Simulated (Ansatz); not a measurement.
What uniaxial strain ε_zz = +2.50 % does to Pd

Base system: Pd in the fcc (Cu type) structure (space group Fm-3m, No. 225; a = 3.9104 Å; relaxed with 0.1 eV smearing). Axes: x, y, z lie along the cube axes.

Perturbation: the cell is stretched by 2.50 % along z with no lateral relaxation; the atoms relax in the strained cell.

Computed with Ansatz (an electronic-structure program) r2SCAN, no spin-orbit coupling. Settings: 29×29×29 k-points, 0.1 eV Fermi–Dirac smearing.

| quantity | base | changed | shift |
|---|---|---|---|
| volume per atom | 14.95 Å³ | 15.32 Å³ | +0.37 Å³ |
| shortest interatomic distance | 5.225 bohr | 5.225 bohr | 0.000 bohr |
| energy relative to the base (free energy F) | 0 meV/atom | +6.0 meV/atom | +6.0 meV/atom |
| pressure (mean of the normal stresses, compression positive) | 0.0 GPa | -4.2 GPa | -4.2 GPa |
| band gap | zero | zero | – |
| stress (xx, yy, zz, yz, xz, xy; compression positive) | – | (-3.8, -3.8, -5.0, 0.0, 0.0, 0.0) GPa | – |

Whether these cells are dynamically stable was not tested. The final runs are not spin-polarised. Pd lies near a magnetic instability that expansion can trigger; it was not tested. Pd has a high density of states at the Fermi level and may be magnetic at this level.
